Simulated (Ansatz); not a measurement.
A calculation on TiS₂ (P-3m1, No. 164, 3 atoms in the cell; start COD 1537865) returned lattice constant a 3.415 Å, lattice parameter c 6.558 Å, cohesive energy 5.10 eV/atom.

Q: Which level of theory produced these numbers?
A) PBE (Ansatz (a first-principles code))
B) PBE-D3(BJ) (Ansatz)
C) LDA (Ansatz)
D) PBEsol (Ansatz)

A: A, PBE (Ansatz)

The others give: PBE-D3(BJ) 3.361 Å, 5.523 Å, 5.48 eV/atom; LDA 3.315 Å, 5.446 Å, 6.13 eV/atom; PBEsol 3.351 Å, 5.637 Å, 5.55 eV/atom.

Unless a cell is named, each level is at its own relaxed cell (LDA 17.28, PBE 22.08, PBE-D3(BJ) 18.01, PBEsol 18.28 Å³/atom).

Caveats: the relaxation could not lower the start's symmetry, so the cell can be a saddle point above a distorted one (PBE-D3(BJ), LDA, PBEsol, PBE). Ansatz's density-functional and Hartree–Fock values are scalar-relativistic unless marked +SOC, with PAW data made under PBE.
